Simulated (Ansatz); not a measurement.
Results of PBEsol (plane waves, PAW; Ansatz, a program for electronic structure) for Bi2S3 (model structure, started from the A-La2O3 type, P-3m1, No. 164, 5 atoms in the cell).

Numerical settings: plane-wave cutoff 520 eV, 12×12×4 k mesh (along the axes of the cell as run), Fermi–Dirac smearing 0.01 eV, scalar-relativistic PAW data made under PBE.

Cell (relaxed with PBEsol):

```
CELL_PARAMETERS angstrom
      3.99572     0.00000     0.00000
     -1.99786     3.46040     0.00000
      0.00000     0.00000     9.55701
ATOMIC_POSITIONS crystal
  Bi 0.33333 0.66667 0.19340
  Bi 0.66667 0.33333 0.80660
  S  0.00000 0.00000 0.00000
  S  0.33333 0.66667 0.65607
  S  0.66667 0.33333 0.34393
```

### Question
What does this level give for the band gap?

### Answer

- band gap: 0.77 eV

Note: the relaxation could raise the start's symmetry but not lower it, so the cell can be a saddle point.

Spin–orbit coupling is not included; with these elements it can move the gap by several tenths of an eV or more.

Computed values are for the static lattice.

Computing time: around 50 core-seconds (rough).

A model structure was made by putting elements into a prototype or built by hand; it is no filed structure, need not be a known phase, and can be a saddle point held by its symmetry.
